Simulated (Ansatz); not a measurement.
The starting structures come from a database of crystals and need not be the phases stable at ambient conditions.

```yaml
crystal:
  lattice:
    - [3.31212, 0.00000, 0.00000]
    - [-1.65606, 2.86838, 0.00000]
    - [0.00000, 0.00000, 4.18756]
  atoms:
    - { symbol: Al, position: [0.33333, 0.66667, 0.75000] }
    - { symbol: Al, position: [0.66667, 0.33333, 0.25000] }
    - { symbol: N, position: [0.33333, 0.66667, 0.25000] }
    - { symbol: N, position: [0.66667, 0.33333, 0.75000] }
```

The cell is taken as given; by r2SCAN it stands under a pressure of -5.1 GPa.

Transport runs along the normal of the first two printed cell vectors, the (001) plane of the conventional cell.

The gap is the functional's own. No spin-orbit coupling. Mid-gap values are those at the computed energy nearest the middle.

Question: Compute, with Ansatz (a program for electronic structure) with r2SCAN, the band gap and the smallest decay constant κ at mid-gap.

Answer: Gap 3.83 eV on a 12×12×8 mesh; κ = 0.271 1/Å, at the zone centre.
